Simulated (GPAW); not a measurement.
Worked example: self-consistent single point of YHg₂ (P6/mmm, 3 atoms in the cell) in GPAW.

Method of the run: PBEsol, GPAW PAW datasets PBEsol (made by gpaw-setup) (plane waves; GPAW 25.7.0).

The change in words: lattice scaled by 0.98. Reference geometry:
```
YHg2
1.0
    4.80153     0.00000     0.00000
   -2.40077     4.15825     0.00000
    0.00000     0.00000     3.43464
Y Hg
1 2
Direct
  0.00000   0.00000   0.00000
  0.33333   0.66667   0.50000
  0.66667   0.33333   0.50000
```

Reference input (self-consistent single point, DFT PBEsol, plane waves, GPAW PAW datasets PBEsol (made by gpaw-setup)): mode = pw; ecut = 550 eV; xc = PBEsol; kpts = 9 9 11; mesh shift (steps) = 0 0 0; occupations.name = fermi-dirac; occupations.width = 0.136 eV; nbands = -9; convergence.density = 1e-05 e/electron; symmetry.symmorphic = false; symmetry.tolerance = 0.0005; maxiter = 120. This run's input differs from it in these lines:

```diff
@@ -5,8 +5,8 @@
 atoms = Atoms(['Y', 'Hg', 'Hg'],
-              cell=[[4.801532, 0.000000, 0.000000],
-                    [-2.400766, 4.158249, 0.000000],
-                    [0.000000, 0.000000, 3.434643]],
+              cell=[[4.705501, 0.000000, 0.000000],
+                    [-2.352751, 4.075084, 0.000000],
+                    [0.000000, 0.000000, 3.365950]],
               positions=[[0.000000, 0.000000, 0.000000],
-                         [-0.000002, 2.772167, 1.717321],
-                         [2.400768, 1.386082, 1.717321]],
+                         [-0.000003, 2.716724, 1.682975],
+                         [2.352753, 1.358360, 1.682975]],
               pbc=True)
```

Output, abridged:

```
     iter     time        total  log10-change:
                         energy   eigst   dens
iter:   1 --:--:--   -10.120708
iter:   2 --:--:--    -9.883912   -1.12  -1.40
iter:   3 --:--:--    -9.319916   -1.31  -1.44
iter:   4 --:--:--    -9.318417   -2.75  -1.80
iter:   5 --:--:--    -9.256425   -2.14  -1.87
iter:   6 --:--:--    -9.265097   -3.05  -2.24
iter:   7 --:--:--    -9.238878   -2.87  -2.28
iter:   8 --:--:--    -9.233035   -3.52  -2.59
iter:   9 --:--:--    -9.231710c  -4.95  -2.80
iter:  10 --:--:--    -9.233605c  -3.49  -2.77
iter:  11 --:--:--    -9.233480c  -5.25  -3.27
iter:  12 --:--:--    -9.233481c  -5.90  -3.40
iter:  13 --:--:--    -9.233369c  -5.27  -3.41
iter:  14 --:--:--    -9.233000c  -4.87  -3.46
iter:  15 --:--:--    -9.232995c  -6.51  -3.87
iter:  16 --:--:--    -9.232995c  -6.96  -3.91
iter:  17 --:--:--    -9.233009c  -6.76  -3.95
iter:  18 --:--:--    -9.233013c  -7.86c -4.24
iter:  19 --:--:--    -9.233025c  -7.67c -4.33
iter:  20 --:--:--    -9.233026c  -8.21c -4.81
iter:  21 --:--:--    -9.233028c  -8.44c -4.86
iter:  22 --:--:--    -9.233030c  -8.80c -4.93
iter:  23 --:--:--    -9.233037c  -8.08c -4.98
iter:  24 --:--:--    -9.233037c  -9.86c -5.51c
Converged after 24 iterations.

Dipole moment: (-0.000000, -0.000000, -0.000000) |e|*Ang

Energy contributions relative to reference atoms: (reference = -1158058.015839)

Kinetic:        +36.508341
Potential:      -25.150838
External:        +0.000000
XC:             -16.205102
Entropy (-ST):   -0.101066
Local:           -4.334905
SIC:             +0.000000
--------------------------
Free energy:     -9.283570
Extrapolated:    -9.233037

Showing only first 2 kpts
 Kpt  Band  Eigenvalues  Occupancy
  0    21      8.38025    1.99935
  0    22      8.38028    1.99935
  0    23      9.28523    1.59791
  0    24     10.32561    0.00378

  1    21      8.55548    1.99765
  1    22      8.55551    1.99765
  1    23      9.46192    1.04028
  1    24     10.39290    0.00230

Fermi level: 9.47288

No gap
No difference between direct/indirect transitions
Energy (eV): -9.233037

Forces in eV/Ang:
  0 Y     0.00000    0.00000    0.00000
  1 Hg    0.00000   -0.00000    0.00000
  2 Hg    0.00000    0.00000    0.00000

Stress tensor:
    -0.056666    -0.000000     0.000000
    -0.000000    -0.056666     0.000000
     0.000000     0.000000    -0.030004
Stress (GPa, Voigt): [-9.0788 -9.0788 -4.8071  0.      0.     -0.    ]
```

The run converged in 24 iterations. GPAW prints stress with tension positive. Against the reference run the free energy rises by 37.3 meV/atom and the pressure goes from 1.45 to 7.65 GPa.

The starting cell comes from a database of computed structures (which also holds hypothetical and non-ambient phases and stackings), without a prior relaxation at this level. Its lattice was rescaled by a random factor within 2.5 % of one. For this run, on top of that: lattice scaled by 0.98. With a pressure of about 8 GPa the cell is away from its equilibrium volume at this level.

Cost on one core of a shared machine: roughly 3 min.
